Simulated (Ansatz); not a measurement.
## BePt (model structure, started from the CuAu type, P4/mmm, No. 123, 2 atoms in the cell): bulk modulus B0 by level of theory

No measured value is used here.

```tsv
level (code)	value (GPa)	cell (Å³/atom)
LDA (Ansatz)	242	10.99
PBE (Ansatz)	___	11.56
PBEsol (Ansatz)	228	11.23
r²SCAN (Ansatz)	224	11.37
```

Question: Some entries are withheld; supply them.

Answer: 
- PBE (Ansatz, a program for electronic structure), value (GPa): 210

The crystal itself was run without spin with LDA, PBE, PBEsol, r²SCAN; a magnetic state was not tried in these runs. Density-functional levels without +SOC have no spin–orbit coupling. LDA, PBE, PBEsol, r²SCAN: the bulk modulus is −V dP/dV from two relaxed cells at ±2 % in volume. Each level is taken at its own relaxed cell. Cutoffs differ between the levels. Ansatz's density-functional and Hartree–Fock values are scalar-relativistic unless marked +SOC, with PAW data made under PBE.

A model structure was made by putting elements into a prototype or built by hand; it is no filed structure, need not be a known phase, and can be a saddle point held by its symmetry.
